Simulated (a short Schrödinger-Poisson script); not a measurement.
Structure: MOS inversion layer, Al2O3 on p-type Si(111), at 400 K.

From the gate side: 2.4 nm Al2O3; 1500 nm Si, acceptors 8.2e16 cm⁻³.

Constants are typed, rounded textbook-type inputs, not results; the design itself was drawn at random and stands for no fabricated device. Al2O3: permittivity 9, conduction-band edge (eV) 2.7, gap (eV) 6.8, electron mass (mₑ) 0.3. Si: permittivity 11.7, conduction-band edge (eV) 0, gap (eV) 1.124, Nv at 300 K (cm⁻³) 3.1e19.

Channel valleys (confinement mass, in-plane density-of-states mass, number): Δ6 0.258, 0.358, 6. At the gate the conduction-band edge of layer 1 lies 2.99 eV − eVg above the Fermi level of the channel; the field vanishes at the back. Gaps are held at their typed values at every temperature. Mesh 0.03 nm at interfaces.

From a short Schrödinger-Poisson script (our own, NumPy): 1D Poisson equation in equilibrium, electrons quantum, Hartree (BenDaniel-Duke, 12 states a valley, the channel's in-plane mass for all, wave functions ending at the dielectric), parabolic valleys, classical holes, full ionisation, no traps, pinning or gate leakage.

```
Vg (V)  electrons (cm⁻²)  C (μF/cm²)  Δ6 E0 (meV from the Fermi level)
------  ----------------  ----------  --------------------------------
0.05              2.06e9       0.112                             343.1
0.1               7.74e9       0.131                             296.9
0.15             2.82e10       0.204                             251.8
0.2              9.26e10       0.401                             210.1
0.25             2.46e11       0.723                             175.7
0.3              5.10e11        1.04                             149.6
0.35             8.66e11        1.29                             130.4
0.4              1.29e12        1.47                             115.7
0.45             1.77e12        1.60                             103.9
0.5              2.28e12        1.71                              94.3
0.55             2.83e12        1.79                              86.2
0.6              3.40e12        1.86                              79.1
0.65             3.99e12        1.92                              72.9
0.7              4.60e12        1.97                              67.3
0.75             5.22e12        2.02                              62.3
0.8              5.86e12        2.06                              57.8
0.85             6.50e12        2.09                              53.6
0.9              7.16e12        2.12                              49.7
0.95             7.83e12        2.15                              46.0
1                8.50e12        2.18                              42.6
1.05             9.19e12        2.20                              39.4
```

At Vg = 1.05 V the lowest Δ6 subband lies at 39.4 meV from the Fermi level. How many electrons does it hold, and what share of all?

The two-dimensional density of states is g m/(πħ²) = 8.97e11 cm⁻² meV⁻¹ (both spins), kT = 34.5 meV, so n = D kT ln(1 + exp(−E/kT)) = 8.55e12 cm⁻², 0.93 of the 9.19e12 cm⁻² in all.

Compare the slope of the sheet density between 0.95 and 1.05 V with the geometric capacitance of the layers between gate and channel.

q Δn/ΔV = 2.18 μF/cm²; ε0/Σ(t/ε) = 3.32 μF/cm². The ratio is 0.66: the channel acts as a further capacitance in series.
